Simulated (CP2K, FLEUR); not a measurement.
A CP2K input for a self-consistent single point of PbSe (Fm-3m, 2 atoms in the cell) (DFT PBE, GPW, DZVP-MOLOPT-SR-GTH basis, GTH-PBE potentials (GTH_POTENTIALS)):

```
&GLOBAL
  PROJECT calc
  RUN_TYPE ENERGY_FORCE
  PRINT_LEVEL LOW
&END GLOBAL
&FORCE_EVAL
  METHOD Quickstep
  STRESS_TENSOR ANALYTICAL
  &DFT
    BASIS_SET_FILE_NAME BASIS_MOLOPT
    POTENTIAL_FILE_NAME GTH_POTENTIALS
    &QS
      METHOD GPW
      EPS_DEFAULT 1E-11
    &END QS
    &MGRID
      CUTOFF 400
      REL_CUTOFF 40
      NGRIDS 5
    &END MGRID
    &SCF
      SCF_GUESS ATOMIC
      EPS_SCF 1E-6
      MAX_SCF 100
      ADDED_MOS 4
      &DIAGONALIZATION
        ALGORITHM STANDARD
      &END DIAGONALIZATION
      &MIXING
        METHOD BROYDEN_MIXING
        ALPHA 0.3
        NBUFFER 12
        BETA 1.5
      &END MIXING
      &SMEAR ON
        METHOD FERMI_DIRAC
        ELECTRONIC_TEMPERATURE [K] 116.05
      &END SMEAR
    &END SCF
    &KPOINTS
      SCHEME MONKHORST-PACK 6 6 6
      GAMMA_CENTERED T
    &END KPOINTS
    &XC
      &XC_FUNCTIONAL PBE
      &END XC_FUNCTIONAL
    &END XC
    &PRINT
      &MO
        EIGENVALUES T
        OCCUPATION_NUMBERS T
        NDIGITS 8
        FILENAME mo
        &EACH
          QS_SCF 0
        &END EACH
        ADD_LAST NUMERIC
      &END MO
      &MULLIKEN OFF
      &END MULLIKEN
    &END PRINT
  &END DFT
  &SUBSYS
    &CELL
      ABC 4.32749400 4.32749336 4.32749398
      ALPHA_BETA_GAMMA 59.99999707 59.99999985 59.99999511
      PERIODIC XYZ
    &END CELL
    &COORD
      SCALED
      Pb       0.00000000     0.00000000     0.00000000
      Se       0.50000000     0.50000000     0.50000000
    &END COORD
    &KIND Pb
      BASIS_SET DZVP-MOLOPT-SR-GTH-q4
      POTENTIAL GTH-PBE-q4
    &END KIND
    &KIND Se
      BASIS_SET DZVP-MOLOPT-SR-GTH-q6
      POTENTIAL GTH-PBE-q6
    &END KIND
  &END SUBSYS
  &PRINT
    &FORCES ON
    &END FORCES
    &STRESS_TENSOR ON
    &END STRESS_TENSOR
  &END PRINT
&END FORCE_EVAL
```

Problem. Write the same calculation as an input for FLEUR.

Solution. One input that does it (others would too):

Input of the input generator:

```
PbSe
&input film=f /
0.0000000000 5.7825619414 5.7825619414
5.7825619414 0.0000000000 5.7825619414
5.7825619414 5.7825619414 0.0000000000
1.0
1.0 1.0 1.0

2
82 0.0000000000 0.0000000000 0.0000000000
34 0.5000000000 0.5000000000 0.5000000000

&comp jspins=1 /
&kpt div1=6 div2=6 div3=6 gamma=t /
&end /
```

```xml
<?xml version="1.0" encoding="UTF-8" standalone="no"?>
<fleurInput fleurInputVersion="0.39">
   <comment>
      PbSe                                                                                                
   </comment>
   <calculationSetup>
      <cutoffs Kmax="3.8" Gmax="13.3" GmaxXC="13.3" numbands="0"/>
      <scfLoop itmax="60" minDistance="0.00001" maxIterBroyd="99" imix="Anderson" alpha="0.05" precondParam="0.0" spinf="2.0"/>
      <coreElectrons ctail="T" frcor="F" kcrel="0" coretail_lmax="0"/>
      <xcFunctional name="pbe" relativisticCorrections="F"/>
      <magnetism jspins="1"/>
      <soc l_soc="F" theta="0.0" phi="0.0" spav="F"/>
      <expertModes spex="0" secvar="F"/>
      <geometryOptimization l_f="T" forcealpha="1.0" forcemix="BFGS" epsdisp="0.00001" epsforce="0.00001"/>
      <ldaU l_linMix="F" mixParam="0.05" spinf="1.0"/>
   </calculationSetup>
   <cell>
      <bzIntegration valenceElectrons="30.0" mode="hist" fermiSmearingEnergy="0.00036749">
         <kPointListSelection listName="default-1"/>
         <!-- k-points included here -->
         <xi:include xmlns:xi="http://www.w3.org/2001/XInclude" href="kpts.xml"> </xi:include>
      </bzIntegration>
      <!-- symmetry operations included here -->
      <xi:include xmlns:xi="http://www.w3.org/2001/XInclude" href="sym.xml"> </xi:include>
      <bulkLattice scale="1.0">
         <bravaisMatrix>
            <row-1>    0.0000000000000000     5.7825619414000000     5.7825619414000000</row-1>
            <row-2>    5.7825619414000000     0.0000000000000000     5.7825619414000000</row-2>
            <row-3>    5.7825619414000000     5.7825619414000000     0.0000000000000000</row-3>
         </bravaisMatrix>
      </bulkLattice>
   </cell>
   <atomSpecies>
      <species name="Lead (Pb)" element="Pb" atomicNumber="82">
         <mtSphere radius="2.68" gridPoints="925" logIncrement="0.015"/>
         <atomicCutoffs lmax="10" lnonsphr="8"/>
         <electronConfig flipSpins="F">
            <coreConfig>(1s1/2) (2s1/2) (2p1/2) (2p3/2) (3s1/2) (3p1/2) (3p3/2) (4s1/2) (3d3/2) (3d5/2) (4p1/2) (4p3/2) (5s1/2) (4d3/2) (4d5/2) (4f5/2) (4f7/2) (5p1/2) (5p3/2)</coreConfig>
            <valenceConfig>(6s1/2) (5d3/2) (5d5/2) (6p1/2) (6p3/2)</valenceConfig>
            <stateOccupation state="(6p1/2)" spinUp="0.3333333333333" spinDown="0.3333333333333"/>
            <stateOccupation state="(6p3/2)" spinUp="0.6666666666667" spinDown="0.6666666666667"/>
         </electronConfig>
         <energyParameters s="6" p="6" d="6" f="5"/>
         <lo type="SCLO" l="2" n="5" eDeriv="0"/>
      </species>
      <species name="Selenium (Se)" element="Se" atomicNumber="34">
         <mtSphere radius="2.68" gridPoints="925" logIncrement="0.014"/>
         <atomicCutoffs lmax="10" lnonsphr="8"/>
         <electronConfig flipSpins="F">
            <coreConfig>(1s1/2) (2s1/2) (2p1/2) (2p3/2) (3s1/2) (3p1/2) (3p3/2)</coreConfig>
            <valenceConfig>(4s1/2) (3d3/2) (3d5/2) (4p1/2) (4p3/2)</valenceConfig>
            <stateOccupation state="(4p1/2)" spinUp="0.6666666666667" spinDown="0.6666666666667"/>
            <stateOccupation state="(4p3/2)" spinUp="1.3333333333333" spinDown="1.3333333333333"/>
         </electronConfig>
         <energyParameters s="4" p="4" d="3" f="4"/>
      </species>
   </atomSpecies>
   <atomGroups>
      <atomGroup species="Lead (Pb)">
         <relPos label="                   1">.0000000000 .0000000000 .0000000000</relPos>
         <force calculate="T" relaxXYZ="TTT"/>
      </atomGroup>
      <atomGroup species="Selenium (Se)">
         <relPos label="                   2">1.000/2.000 1.000/2.000 1.000/2.000</relPos>
         <force calculate="T" relaxXYZ="TTT"/>
      </atomGroup>
   </atomGroups>
   <output dos="F" band="F" slice="F">
      <checks vchk="F" cdinf="F"/>
      <bandDOS minEnergy="-.5*Htr" maxEnergy="0.5*Htr" sigma="0.015" storeEVData="T"/>
      <vacuumDOS vacdos="F" integ="F" star="F" nstars="0" locx1="0.0" locy1="0.0" locx2="0.0" locy2="0.0" nstm="0" tworkf="0.0"/>
      <unfoldingBand unfoldBand="F" supercellX="1" supercellY="1" supercellZ="1"/>
      <plotting iplot="0" polar="F">
         <plot TwoD="T" vec1="  1.0  0.0  0.0" vec2="  0.0  1.0  0.0" vec3="  0.0  0.0  1.0" zero="  0.0  0.0  0.0" file="plot"/>
      </plotting>
      <chargeDensitySlicing numkpt="0" minEigenval="0.0" maxEigenval="0.0" nnne="0" pallst="F"/>
      <specialOutput eonly="F"/>
      <magneticCircularDichroism mcd="F" energyLo="-10.0" energyUp="0.0"/>
   </output>
  <!-- We include the file relax.xml here to enable relaxations (see documentation) -->
  <xi:include xmlns:xi="http://www.w3.org/2001/XInclude" href="relax.xml"> <xi:fallback/> </xi:include>
</fleurInput>
```

Basis, cutoffs, solver keys and any potentials are the target program's own. This input uses DFT, PBE, all-electron FLAPW (FLEUR), scalar-relativistic valence.

The starting cell has typed, rounded lattice constants, without a prior relaxation at this level.
